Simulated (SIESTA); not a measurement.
SIESTA is run on Zr2Al3C4 (P1, 18 atoms in the cell), and the run fails. The aim is a self-consistent single point with DFT, GGA PBEsol, numerical atomic orbitals TZP, PseudoDojo PBEsol standard norm-conserving potentials (rewritten from UPF to PSML).

Input:

```
# files in the folder: Zr.psml Al.psml C.psml (PseudoDojo PBEsol standard)
SystemName  Zr2Al3C4
SystemLabel Zr2Al3C4

NumberOfAtoms                18
NumberOfSpecies              3
%block ChemicalSpeciesLabel
  1 40 Zr
  2 13 Al
  3 6 C
%endblock ChemicalSpeciesLabel
LatticeConstant              1.0 Ang
%block LatticeVectors
     3.345620000    0.000000000    0.000000000
    -1.672810000    2.897392000    0.000000000
     0.000000000    0.000000000   22.225320000
%endblock LatticeVectors
AtomicCoordinatesFormat      Fractional
%block AtomicCoordinatesAndAtomicSpecies
     0.338170000    0.670861000    0.058552000  1
     0.670923000    0.348306000    0.941266000  1
     0.674908000    0.345096000    0.559873000  1
     0.332980000    0.665563000    0.442934000  1
    -0.002986000   -0.006709000    0.341598000  2
     0.008128000    0.019327000    0.661085000  2
     0.005990000   -0.001453000    0.841062000  2
    -0.002742000   -0.001277000    0.159068000  2
     0.667152000    0.321468000    0.249112000  2
     0.324295000    0.664531000    0.748722000  2
     0.655988000    0.321572000    0.373007000  3
     0.329795000    0.654895000    0.626739000  3
     0.339334000    0.680003000    0.870796000  3
     0.665791000    0.334209000    0.128485000  3
    -0.010245000   -0.004760000    0.000969000  3
    -0.000915000   -0.009623000    0.498470000  3
     0.002621000    0.000180000    0.247760000  3
     0.000812000   -0.002188000    0.750502000  3
%endblock AtomicCoordinatesAndAtomicSpecies

XC.functional                GGA
XC.authors                   PBEsol
PAO.BasisSize                TZP
PAO.EnergyShift              0.005 Ry
MeshCutoff                   350 Ry
%block kgrid.MonkhorstPack
    8   0   0  0.0
    0   8   0  0.0
    0   0   1  0.0
%endblock kgrid.MonkhorstPack
OccupationFunction           FD
ElectronicTemperature        1160.45 K

MaxSCFIterations             3
SCF.MustConverge             false
SCF.Mixer.Method             Broyden
SCF.Mixer.Weight             0.2
SCF.Mixer.History            6
SCF.DM.Tolerance             1.0E-05
Diag.ParallelOverK           true
WriteForces                  true
Charge.Mulliken              end
```

Output, abridged:

```
        iscf     Eharris(eV)        E_KS(eV)     FreeEng(eV)     dDmax    Ef(eV) dHmax(eV)
   scf:    1    -7031.952904    -7171.150159    -7171.215515  1.861531 -6.621873 11.289101
   scf:    2    -7207.552440    -7194.057491    -7194.120781  0.205623 -6.756190  9.145269
   scf:    3    -7189.309126    -7194.534638    -7194.596136  0.065051 -6.648011 12.682027
SCF_NOT_CONV: SCF did not converge  in maximum number of steps.
SCF_NOT_CONV: SCF did not converge  in maximum number of steps.
Geom step, scf iteration, dDmax, dHmax:    0     3      0.065051     0.932112
Geom step, scf iteration, dDmax, dHmax:    0     3      0.065051     0.932112

Using DM_out to compute the final energy and forces

   [... lines left out ...]
siesta: FreeEng =     -7194.596136
siesta: Cell volume =        215.442753 Ang**3
siesta:         -53.08254172        -75.95845734  kBar
   [... lines left out ...]

              0.008

mulliken: Qtot =       98.000

Mulliken Atomic Populations:
Atom #   charge [q] valence [e]  Species
     1     0.895551   11.104449  Zr
     2     0.901865   11.098135  Zr
     3     1.092913   10.907087  Zr
     4     1.092790   10.907210  Zr
     5    -0.051991    3.051991  Al
     6    -0.028335    3.028335  Al
     7    -0.078187    3.078187  Al
     8    -0.051972    3.051972  Al
     9     0.289828    2.710172  Al
    10     0.311758    2.688242  Al
    11    -0.569267    4.569267  C
    12    -0.579155    4.579155  C
    13    -0.579329    4.579329  C
    14    -0.612315    4.612315  C
    15    -1.025037    5.025037  C
    16    -0.949125    4.949125  C
    17    -0.039606    4.039606  C
    18    -0.020386    4.020386  C
 Total    -0.000000
```

Diagnose the run.

The fault is an iteration limit that is too low, with the stop on failure switched off. The program then goes on with a density that is not self-consistent. To fix it, raise the limit and let the run stop on failure. The run ended unconverged after 3 iterations.

An input that runs soundly differs in these lines (not the only fix; some lines may just follow from the change or write a value another way):
```diff
-MaxSCFIterations             3
-SCF.MustConverge             false
+MaxSCFIterations             150
```

With that input, the run converged in 25 iterations: free energy E − TS -7199.3627 eV; Fermi level (on the code's own zero) -6.54 eV; pressure -0.34 GPa; largest force (vector length) 1.302 eV/Å (DFT, GGA PBEsol, numerical atomic orbitals TZP, PseudoDojo PBEsol standard norm-conserving potentials (rewritten from UPF to PSML)).

On the sound input: the starting cell comes from a database of computed structures (which also holds hypothetical and non-ambient phases and stackings), without a prior relaxation at this level. Its atoms were displaced at random from the sites of space group no. 194. Values carry the incompleteness of an atom-centred basis. Forces in this geometry exceed 1 eV/Å.
